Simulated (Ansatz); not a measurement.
Consider the following.

```yaml
crystal:
  lattice:
    - [0.00000, 2.31002, 2.31002]
    - [2.31002, 0.00000, 2.31002]
    - [2.31002, 2.31002, 0.00000]
  atoms:
    - { symbol: N, position: [0.00000, 0.00000, 0.00000] }
    - { symbol: Zr, position: [0.50000, 0.50000, 0.50000] }
```

No spin polarisation.

Calculations: PBEsol (Ansatz, a program for electronic structure), no spin-orbit coupling, earlier PAW set. k-mesh 22×22×22 (Γ-centred); smearing 0.1 eV (Fermi–Dirac).

What band gap does the calculation give?

Zero.

Predict the pressure.

-10.7 GPa.

Estimate the space group.

Fm-3m (No. 225).

The cells carry an imposed strain or load. Whether these cells are dynamically stable was not tested. All final runs are without spin polarisation. The cell was made from ZrN in the rock salt structure (space group Fm-3m, No. 225) by this change: isotropic strain +1.47 %.
